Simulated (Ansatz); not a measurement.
A relaxation of the atoms of ZrSc (P3m1, 2 atoms in the cell) with Ansatz (a quantum-chemistry and plane-wave program).

Level of theory: LDA (PW92), default PAW files made with PBE (plane waves; Ansatz).

The change in words: one atom moved by 0.15 angstrom; relax: default → atoms; relax.f_tol: default → 0.002 eV/Å. Reference geometry:
```yaml
crystal:
  lattice:
    - [3.29926, 0.00000, 0.00000]
    - [-1.64963, 2.85725, 0.00000]
    - [0.00000, 0.00000, 5.18079]
  atoms:
    - { symbol: Zr, position: [0.66667, 0.33333, 0.00000] }
    - { symbol: Sc, position: [0.00000, 0.00000, 0.50000] }
```

Reference input (self-consistent single point, DFT, LDA (PW92), plane waves, default PAW files made with PBE): basis.ecutwfc = 420 eV; kpoints.mp_grid.grid = 11 11 7; hamiltonian.xc = lda; hamiltonian.pseudopotentials = {kind: paw} (the program's default PAW files); scf.occupations.method = fermi_dirac; scf.occupations.width = 0.1 eV. This run's input differs from it in these lines:

```diff
@@ -6,3 +6,3 @@
   atoms:
-    - { symbol: Zr, position: [0.666667, 0.333333, 0.000000] }
+    - { symbol: Zr, position: [0.666667, 0.333333, 0.028953] }
     - { symbol: Sc, position: [0.000000, 0.000000, 0.500000] }
@@ -17,2 +17,4 @@
   occupations: { method: fermi_dirac, width: 0.1 eV }
+relax:
+  f_tol: 0.002
 output:
```

Log, with long lists cut:

```
   [... SCF lines of the steps left out ...]
relax step   1: F+E_penalty+E_count = -6166.38525417 eV  Δ(F+E_penalty+E_count) = +0.000e0 eV  max|allowed force component| = 3.380e-1 eV/Å  Δτ_max = 0.0000 Å  (7 SCF iters, dr2 threshold 1.00e-7 eV, accepted)
relax step   2: F+E_penalty+E_count = -6166.40814845 eV  Δ(F+E_penalty+E_count) = -2.289e-2 eV  max|allowed force component| = 6.152e-2 eV/Å  Δτ_max = 0.0596 Å  (6 SCF iters, dr2 threshold 7.14e-6 eV, accepted)
relax step   3: F+E_penalty+E_count = -6166.40909877 eV  Δ(F+E_penalty+E_count) = -9.503e-4 eV  max|allowed force component| = 1.461e-3 eV/Å  Δτ_max = 0.0151 Å  (6 SCF iters, dr2 threshold 2.37e-7 eV, accepted)
relax step   4: F+E_penalty+E_count = -6166.40909882 eV  Δ(F+E_penalty+E_count) = -4.832e-8 eV  max|allowed force component| = 1.556e-3 eV/Å  Δτ_max = 0.0000 Å  (6 SCF iters, accepted)
the relaxation is at rest under the 6 symmetry operations that the run kept from its start: a minimum is not shown …
Free energy (F): -6166.409099 eV
Internal energy: -6166.307584 eV  (E = F + TS)
E sigma→0 (E₀):  -6166.358341 eV
Entropy (-TS):   -0.101515 eV (-50.757 meV/atom)
Fermi energy:    10.931816 eV
--- Forces (eV/Å), atoms counted from 1 ---
  atom   1  Zr    -0.00000000    -0.00000000    -0.00155560
  atom   2  Sc     0.00000000     0.00000000     0.00155564
--- Stress (GPa, compression-positive) ---
       -7.370988      -0.000000      -0.000000
       -0.000000      -7.370988       0.000000
       -0.000000       0.000000      -6.859123
  P = ⅓ Tr σ = -7.2004 GPa (-72.004 kbar)
   [... lines left out ...]
--- Relaxed structure (4 steps of the walk, 4 accepted, 0 SCFs on fresh bases) ---
  F+E_penalty+E_count = -6166.40909882 eV   max|allowed force component| = 1.556e-3 eV/Å
  atoms:
    - { symbol: Zr, position: [0.6666666666666665, 0.33333333333333337, 0.014552009032573011] }
    - { symbol: Sc, position: [-2.5244954700396668e-17, 1.8503725900345813e-17, 0.5144009909674269] }
```

The run converged.  The full log also holds: “iter 3 did not close the SCF: its close was put off for the readings that it lacked (scf_convergence_deferred on its scf_iter line)”. The full log also holds: “iter 4 did not close the SCF: its close was put off for the readings that it lacked (scf_convergence_deferred on its scf_iter line)”.

Summary of the result:
* **Free energy E − TS (on the zero of these files)**: -6166.4091 eV
* **Fermi level (on the code's own zero)**: 10.93 eV
* **Pressure**: -7.20 GPa
* **Largest force (vector length)**: 0.002 eV/Å
* **Relaxation steps**: 4

The starting cell comes from a database of computed structures (which also holds hypothetical and non-ambient phases and stackings), without a prior relaxation at this level. Its lattice was rescaled by up to half a per cent. For this run, on top of that: one atom moved by 0.15 angstrom. The relaxation keeps the symmetry of its start, so its end need not be a minimum. Ansatz's pressure includes its estimate of the finite-basis (Pulay) stress.

Keys are those of Ansatz 0.2.
